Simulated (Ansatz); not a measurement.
Amorphous Si20P2O45, 67 atoms at 2.26 g/cm³, one PBE-relaxed geometry, zone centre. Methods: PBE, scalar-relativistic without spin-orbit coupling (Ansatz, an electronic-structure program); r2SCAN, scalar-relativistic without spin-orbit coupling (Ansatz); HSE06, scalar-relativistic without spin-orbit coupling (Ansatz); PBE0, scalar-relativistic without spin-orbit coupling (Ansatz). Plane waves to 420 eV (r2SCAN 500 eV); exact exchange is cut at the cell's faces. At PBE the levels at the filled edge of the gap are localised (band-tail or defect states), and the nearest spread-out levels lie 5.4 eV apart at the zone centre. The higher rungs were started with moments on some atoms, which died out.

The cell was made by melting and quenching with the CHGNet potential and then relaxed with DFT. O atoms were pushed apart under 1.9 Å during the dynamics, to hinder bonds among them. The hot cell started wider than the set density and was brought back towards it in steps. It is the lowest in DFT energy of 2 quenches. It is a model cell: composition and starting density were chosen by hand, and all elements were melted together. No dispersion term was used. Its density started from a set value of 2.39 and ended at 2.26 g/cm³. The simulated quench (nominally 140 K/ps over its main leg) is rapid and tends to freeze in more defects than a deposited or slowly cooled glass has. A cell of this size samples the disorder only roughly. The volume was free in the relaxation, at fixed shape. Stress components on the final sampling reach 2.3 GPa.

The relaxation ran on the zone centre alone. At PBE the level gap is 4.94 eV on a 2×2×2 Γ-centred mesh, and the spacing at the zone centre alone 4.94 eV.

Question: What zone-centre spacing does r2SCAN give, roughly?

Answer: 5.62 eV (+0.67 eV against PBE).

Question: What zone-centre spacing does HSE06 give, roughly?

Answer: 6.73 eV (+1.79 eV against PBE).

Question: What zone-centre spacing does PBE0 give, roughly?

Answer: 7.51 eV (+2.56 eV against PBE).

The highest filled and the lowest empty state spread over these numbers of atoms (participation numbers): PBE: 2.2 and 60.4; r2SCAN: 2.1 and 61.1; HSE06: 2.1 and 60.8; PBE0: 2.1 and 60.9.
